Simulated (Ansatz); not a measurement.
Results of PBEsol (plane waves, PAW; Ansatz, an electronic-structure program) for LaIr2 (Fd-3m, No. 227).

Numerical settings: plane-wave cutoff 500 eV, 12×12×12 k mesh, Fermi–Dirac smearing 0.1 eV, no spin polarisation, scalar-relativistic PAW data made under PBE.

Computed at the level's own relaxed cell.

Question: Estimate the volume per atom and lattice parameter a that the calculation returns.

Answer: 
- volume per atom = 18.58 Å³/atom
- lattice parameter a = 7.639 Å

The run finds no gap.

Spin–orbit coupling is not included.

The computed numbers hold no vibrational or temperature effects.

Cost on a shared machine: around 2.8 core-minutes (rough).
